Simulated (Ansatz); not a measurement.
**TiC, pressure series**

The reference is TiC in the rock salt structure (space group Fm-3m, No. 225).

```yaml
crystal:
  lattice:
    - [0.00000, 2.16633, 2.16633]
    - [2.16633, 0.00000, 2.16633]
    - [2.16633, 2.16633, 0.00000]
  atoms:
    - { symbol: C, position: [0.00000, 0.00000, 0.00000] }
    - { symbol: Ti, position: [0.50000, 0.50000, 0.50000] }
```

Cell and atoms are relaxed at each pressure.

Method: DFT with PBE, PAW potentials and a 420 eV plane-wave cutoff in Ansatz (a program for electronic structure), no SOC, earlier PAW set.

Two rows of this table had their results exchanged by mistake.

| pressure | volume per atom (Å³) | shortest distance (Å) | band gap |
|---|---|---|---|
| pressure −2 GPa | 10.25 | 2.172 | zero |
| pressure −1 GPa | 10.21 | 2.169 | zero |
| pressure 1.8 GPa | 10.09 | 2.161 | zero |
| pressure 4.2 GPa | 10.00 | 2.155 | zero |
| pressure 9 GPa | 8.57 | 2.047 | zero |
| pressure 18 GPa | 9.54 | 2.121 | zero |
| pressure 30 GPa | 9.21 | 2.096 | zero |
| pressure 45 GPa | 8.87 | 2.070 | zero |
| pressure 60 GPa | 9.83 | 2.142 | zero |

Which two?

The rows for pressure 9 GPa and pressure 60 GPa: the volume has to fall steadily with pressure, so 9.83 Å³ belongs to pressure 9 GPa and 8.57 Å³ to pressure 60 GPa.

Load acts through the strain it causes; cell and atoms are relaxed under it. No phonon test of stability was made. Competing high-pressure phases were not computed. The final runs are not spin-polarised.
